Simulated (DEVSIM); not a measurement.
Device: illuminated Si n-on-p cell, one wavelength, at 450 K.

Layer 1 from the left is Si, thickness (μm) 0.140, Nd (cm⁻³) 6.8e18, τn (s) 2.3e-6, τp (s) 2e-7, absorption coefficient (cm⁻¹) 2600. Layer 2 from the left is Si, thickness (μm) 190, Na (cm⁻³) 2.5e17, τn (s) 1.1e-5, τp (s) 1.1e-5, absorption coefficient (cm⁻¹) 2600.

Left contact: ohmic, minority hole recombination velocity 20000 cm/s. Right contact: ohmic, minority electron recombination velocity 1e6 cm/s. Voltage is applied to the left contact. Recombination: SRH at mid-gap, radiative, Auger. Gap narrowing is on: ΔEg = 6.92 meV × (l + √(l² + 0.5)), l = ln(N/1.3e17 cm⁻³), shared equally by both band edges. Light enters at the left, 2.6e18 photons cm⁻² s⁻¹, one pass, no reflection. Mobility is μmin + (μ − μmin)/(1 + (N/Nref)^α).

This is a model device: material constants are rounded textbook-type values typed into the input, and sizes, dopings and lifetimes were drawn at random. Values at 300 K; Nc and Nv go as T^1.5, mobilities as T to minus their exponent, the gap by Varshni's rule with the affinity fixed.

Si: gap (eV) 1.124, affinity (eV) 4.05, permittivity 11.7, Nc (cm⁻³) 2.86e19, Nv (cm⁻³) 3.1e19, μn (cm²/Vs) 1417, μp (cm²/Vs) 470, μn,min 52, μp,min 45, Nref,n 9.7e16, Nref,p 2.2e17, αn 0.68, αp 0.72, T exponent of μn 2.3, T exponent of μp 2.2, B (cm³/s) 4.7e-15, Cn (cm⁶/s) 2.8e-31, Cp (cm⁶/s) 9.9e-32, Varshni α (eV/K) 0.000473, Varshni β (K) 636.

DEVSIM, 1D drift-diffusion, Boltzmann statistics, complete ionisation; no tunnelling, impact ionisation, image-force lowering or self-heating.

Dark forward current:

```tsv
|V| (V)	|J| (A/cm²)
0.05	1.616e-5
0.10	7.418e-5
0.15	0.0002836
0.20	0.001042
0.25	0.003789
0.30	0.01374
0.35	0.04971
0.40	0.1784
0.45	0.6235
0.50	2.014
0.55	5.507
0.60	12.13
0.65	22.20
0.70	35.80
0.75	53.00
0.80	73.89
0.85	98.52
0.90	126.9
0.95	158.9
1.00	194.6
1.05	233.7
1.10	276.3
1.15	322.1
1.20	371.0
1.25	422.9
1.30	477.6
```

Work out the local ideality factor n = ΔV / (kT/q · ln(J2/J1)) between the rows 0.20 and 0.25 V, 1.25 and 1.30 V.

kT/q = 38.78 mV. From 0.20 to 0.25 V: ln(0.003789/0.001042) = 1.291, n = 1.00, near the 1 of diffusion or emission over a barrier. From 1.25 to 1.30 V: ln(477.6/422.9) = 0.122, n = 10.60.

What current could the absorbed light give at most, and what share is collected?

Σ αd = 49.4, so qΦ(1 − exp(−Σ αd)) = 417 mA/cm². The simulated short-circuit current is 399.9 mA/cm², a share of 0.96.

Estimate the open-circuit voltage by superposition: the voltage at which the dark current equals that short-circuit current.

Interpolating ln J in the table gives 0.432 V. The simulation gives 0.431 V, the same within the digits that matter. Superposition holds where collection doesn't change with voltage.

Estimate the fill factor from FF0 = (v − ln(v + 0.72))/(v + 1), v = qVoc/(nkT), with n from the dark curve.

The rows about Voc, 0.40 and 0.45 V, give n = 1.03, so v = 10.8 and FF0 = 0.708. The simulation gives 0.711, the same within the digits that matter.
